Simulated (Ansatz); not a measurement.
**MgS: stress against strain**

MgS (rock salt, Fm-3m, 17.394 Å³/atom at rest, cube axes along x, y and z) under a strain ε along a cube axis (axis z), the other axes held. PBEsol in Ansatz, a plane-wave DFT program (PAW, default set), 420 eV, 11×11×11 Γ-centred mesh, Fermi-Dirac smearing 0.05 eV; ions are relaxed within the symmetry of each cell. Stress is positive for a compressed cell.

Here s stands for strain and y for stress zz.

| strain (%) | stress zz (GPa) |
|---|---|
| -1.50 | 2.50 |
| -1.00 | 1.62 |
| -0.50 | 0.79 |
| 0.00 | 0.00 |
| 0.50 | -0.74 |
| 1.00 | -1.44 |
| 1.50 | -2.09 |
| 3.00 | ? |

Fit y of the 7 rows that show it with a straight line. Means: s 0, y 0.091. About the means, the sum of products is -10.710 and the sum of squares of s is 7.0000; the slope is their ratio. Least squares gives y = 0.091 - 1.5300·s. Residuals (row less fit): 0.114, -0.001, -0.066, -0.091, -0.066, -0.001, 0.114; standard error 0.093 (degrees of freedom: 5). The slope gives the elastic constant C11 = 153 ± 4 GPa.

Question: Estimate the missing y (s = 3.00); what did the run itself give?

Answer: y = 0.091 - 1.5300 × 3.0 = -4.499 GPa. The calculation gives -3.83 GPa, 0.669 GPa above the prediction (10.6 % of the range of y in the table). The row lies outside the fitted rows, so this is an extrapolation. From the scatter of the fitted rows alone, a prediction at this place has a standard error of 0.144 GPa, so the miss is 4.6 times that.

One order more, fitted to all 13 runs of the series, follows each within 0.03, so the miss is the next term of a smooth law. Rows are the converged runs of the series near zero and its far end; series whose fitted rows scatter by over a few per cent of the range, as at a crossing or softening among them, aren't shown in this form. Most that stay on the fit to the last digits aren't either.
